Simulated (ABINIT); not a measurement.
# Input and output of a self-consistent single point for InSb (F-43m, 2 atoms in the cell) (ABINIT)

Method: PBE, PAW (JTH v2.0 PBE PAW) (plane waves; ABINIT).

The input file:

```
# InSb, JTH v2.0 PBE PAW
pp_dirpath "./"
pseudos "In.GGA_PBE-JTH.xml, Sb.GGA_PBE-JTH.xml"
acell 3*1.0
rprim
         0.0000000000    6.3245183864    6.3245183864
         6.3245183864   -0.0000000000    6.3245183864
         6.3245183864    6.3245183864   -0.0000000000
natom 2
ntypat 2
znucl 49 51
typat 1 2
xred
         0.0000000000    0.0000000000    0.0000000000
         0.2500000000    0.2500000000    0.2500000000
ecut 544 eV
pawecutdg 1088 eV
pawxcdev 0
occopt 3
tsmear 0.00367493
nband 19
kptopt 1
ngkpt 9 9 9
nshiftk 1
shiftk 0 0 0
nstep 80
tolvrs 1.0e-11
prtwf 0
prtden 0
prtvol 1
enunit 1
```

Output, abridged:

```
 Symmetries : space group F-4 3 m (#216); Bravais cF (face-center cubic)

 -outvars: echo values of preprocessed input variables --------
            acell      1.0000000000E+00  1.0000000000E+00  1.0000000000E+00 Bohr
             ecut      1.99916330E+01 Hartree
           enunit           1
              ixc     -101130
         kptrlatt        9    0    0      0    9    0      0    0    9
          kptrlen      8.04979771E+01
            natom           2
            nband          19
            ngfft          40      40      40
          ngfftdg          54      54      54
             nkpt          35
            nstep          80
             nsym          24
           ntypat           2
           occopt           3
        pawecutdg      3.99832660E+01 Hartree
         pawxcdev           0
            rprim      0.0000000000E+00  6.3245183864E+00  6.3245183864E+00
                       6.3245183864E+00 -0.0000000000E+00  6.3245183864E+00
                       6.3245183864E+00  6.3245183864E+00 -0.0000000000E+00
          spgroup         216
           tolvrs      1.00000000E-11
           tsmear      3.67493000E-03 Hartree
            typat      1  2
           useylm           1
             xred      0.0000000000E+00  0.0000000000E+00  0.0000000000E+00
                       2.5000000000E-01  2.5000000000E-01  2.5000000000E-01
            znucl       49.00000   51.00000

== DATASET  1 ==================================================================

 Real(R)+Recip(G) space primitive vectors, cartesian coordinates (Bohr,Bohr^-1):
 R(1)=  0.0000000  6.3245184  6.3245184  G(1)= -0.0790574  0.0790574  0.0790574
 R(2)=  6.3245184  0.0000000  6.3245184  G(2)=  0.0790574 -0.0790574  0.0790574
 R(3)=  6.3245184  6.3245184  0.0000000  G(3)=  0.0790574  0.0790574 -0.0790574
 Unit cell volume ucvol=  5.0595556E+02 bohr^3
 Angles (23,13,12)=  6.00000000E+01  6.00000000E+01  6.00000000E+01 degrees

 Coarse grid specifications (used for wave-functions):

 getcut: wavevector=  0.0000  0.0000  0.0000  ngfft=  40  40  40
         ecut(hartree)=     19.992   => boxcut(ratio)=   2.22192

 Fine grid specifications (used for densities):

 getcut: wavevector=  0.0000  0.0000  0.0000  ngfft=  54  54  54
         ecut(hartree)=     39.983   => boxcut(ratio)=   2.12176

   1.43448344E+03                                ecore*ucvol(ha*bohr**3)

_setup2: Arith. and geom. avg. npw (full set) are    2159.351    2159.329

--- !BeginCycle
solver: {iscf: 17, nstep: 80, nline: 4, wfoptalg: 10, }
tolerances: {tolvrs: 1.00E-11, }
...

     iter   Etot(hartree)      deltaE(h)  residm     nres2
 ETOT  1  -137.53674982949    -1.375E+02 3.351E+01 2.809E+01
 ETOT  2  -140.72795160828    -3.191E+00 9.917E-02 2.762E+01
 ETOT  3  -140.68540493743     4.255E-02 3.832E-02 7.774E+00
 ETOT  4  -140.66670130922     1.870E-02 2.390E-02 1.026E+00
 ETOT  5  -140.66278709740     3.914E-03 7.251E-03 6.330E-02
 ETOT  6  -140.66259633861     1.908E-04 2.013E-03 8.059E-03
   [... 5 lines left out ...]
 ETOT 12  -140.66267871622    -3.483E-10 4.224E-05 5.315E-09
 ETOT 13  -140.66267871645    -2.276E-10 2.603E-05 8.031E-10
 ETOT 14  -140.66267871647    -2.240E-11 4.298E-05 2.054E-10
 ETOT 15  -140.66267871648    -1.069E-11 2.549E-05 1.121E-11
 ETOT 16  -140.66267871648    -1.535E-12 4.147E-05 6.937E-13

 At SCF step   16       nres2   =  6.94E-13 < tolvrs=  1.00E-11 =>converged.

 Cartesian components of stress tensor (hartree/bohr^3)
  sigma(1 1)=  4.28302630E-05  sigma(3 2)=  0.00000000E+00
  sigma(2 2)=  4.28302630E-05  sigma(3 1)=  0.00000000E+00
  sigma(3 3)=  4.28302630E-05  sigma(2 1)=  0.00000000E+00

 ----iterations are completed or convergence reached----

 reduced coordinates (array xred) for    2 atoms
       0.000000000000      0.000000000000      0.000000000000
       0.250000000000      0.250000000000      0.250000000000
 cartesian forces (eV/Angstrom) at end:
    1     -0.00000000000000    -0.00000000000000     0.00000000000000
    2      0.00000000000000     0.00000000000000    -0.00000000000000
 frms,max,avg= 1.3100471E-28 2.0524494E-28   0.000E+00  0.000E+00  0.000E+00 e/A
 length scales=  1.000000000000  1.000000000000  1.000000000000 bohr
              =  0.529177208590  0.529177208590  0.529177208590 angstroms
 Fermi (or HOMO) energy (eV) =   3.54656   Average Vxc (eV)=  -8.15031
 Eigenvalues (   eV  ) for nkpt=  35  k points:
 kpt#   1, nband= 19, wtk=  0.00137, kpt=  0.0000  0.0000  0.0000 (reduced coord)
 -25.05871  -25.05871  -25.05871  -25.05077  -25.05077  -11.02592  -11.02592  -11.02592
 -10.96611  -10.96611   -6.75249    2.64753    3.39543    3.39543    3.39543    6.36572
   6.36572    6.36572    9.03323
 prteigrs : prtvol=0 or 1, do not print more k-points.

--- !EnergyTerms
comment             : Components of total free energy in Hartree
kinetic             :  1.80565007186233E+01
hartree             :  5.30943726812559E+01
xc                  : -9.90014952363668E+00
Ewald energy        : -8.37688562210838E+01
psp_core            :  2.83519650559434E+00
local_psp           : -1.47938217878919E+02
spherical_terms     :  2.69585946126552E+01
internal            : -1.40662559105511E+02
'-kT*entropy'       : -1.19142615201743E-04
total_energy        : -1.40662678248126E+02
total_energy_eV     : -3.82762613258544E+03
...

-Cartesian components of stress tensor (GPa)         [Pressure= -1.2601E+00 GPa]
- sigma(1 1)=  1.26010963E+00  sigma(3 2)=  0.00000000E+00
- sigma(2 2)=  1.26010963E+00  sigma(3 1)=  0.00000000E+00
- sigma(3 3)=  1.26010963E+00  sigma(2 1)=  0.00000000E+00

 Calculation completed.
```

The run converged in 16 iterations.

The starting cell comes from a database of computed structures (which also holds hypothetical and non-ambient phases and stackings), without a prior relaxation at this level. Its lattice was rescaled by a random factor within 2.5 % of one. The run gives no clean gap (levels at the Fermi energy touch, overlap or are partly filled at this smearing), which alone does not show that the compound is a metal.

Cost on one core of a shared machine: roughly 60 s.
